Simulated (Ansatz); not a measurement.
**Pressure series in Ta2C**

Consider Ta2C (space group P-3m1, No. 164; a = 3.095 Å, c = 4.922 Å).

Cell and atoms are relaxed at each pressure.

All numbers come from PBEsol in Ansatz (plane waves to 420 eV, PAW, without spin-orbit coupling).

```
pressure (GPa)  volume per atom (Å³/atom)
--------------  -------------------------
-2                                 13.710
-1                                 13.659
0                                  13.608
0.7                                13.574
1.5                                13.534
3                                  13.463
5                                       ?
7.5                                13.258
10                                 13.151
```

Q: Fit the third-order Birch–Murnaghan form P(V) = (3B₀/2)[(V₀/V)^(7/3) − (V₀/V)^(5/3)]·[1 + (3/4)(B₀′ − 4)((V₀/V)^(2/3) − 1)] (squares taken in P) to the rows shown and predict the withheld row.

A: Least squares on the printed values gives V₀ = 13.608 Å³/atom, B₀ = 273 GPa, B₀′ = 4.1; this predicts 13.370 Å³/atom, and the run gives 13.370 Å³/atom, in agreement.

Load acts through the strain it causes; cell and atoms are relaxed under it. No phonon test of stability was made. Competing high-pressure phases were not computed. The final runs are not spin-polarised.

Ansatz is a program for electronic structure.
